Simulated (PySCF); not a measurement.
PySCF 2.14.0, R2SCAN/def2-svp, df: Cr(NH)(S)(Cl)2 ([NH]=[Cr](=[S])([Cl])[Cl]), 6 atoms. The geometry is a generated start, not checked to be a minimum at this level.

```yaml
task: energy
method: r2scan
basis: def2-svp
two_electron_scheme: density fitting
mol.max_memory: 3000 MB
mf.max_cycle: 100
mf.init_guess: minao (default)
mf.DIIS: CDIIS (default)
mf.diis_space: 8 (default)
mf.conv_tol: 1e-09 (default)
mf.grids.level: 3 (default)
basis_functions: 104
grid_points: 101256
```

```xyz
6

Cr    -0.2162     0.1790     0.2012
N      0.7044    -0.5826    -0.9134
H      1.3141    -1.0852    -1.5456
S      0.4060    -0.3906     2.0897
Cl    -2.1941    -0.3377     0.0565
Cl    -0.0142     2.2171     0.1115
```

Charge 0 and multiplicity 1 are set for this test and not shown to be the ground state.

One run each on 2 threads, 1 BLAS thread. Values of level_shift (Hartree) tried: 0 (default), 0.1, 0.3, 1.

Question: How does the count of Fock builds change with level_shift (Hartree), and where is it least?

Answer: Fewest Fock builds, within one of each other: 0.1 with 30, 0.3 with 29. The count rises to 69 at 0 (default). The run ends without SCF convergence in 100 cycles at 1.

```
level_shift (Hartree)  Fock builds             end
---------------------  -----------  --------------
0 (default)                     69   same solution
0.1                             30   same solution
0.3                             29   same solution
1                              101  no convergence
```
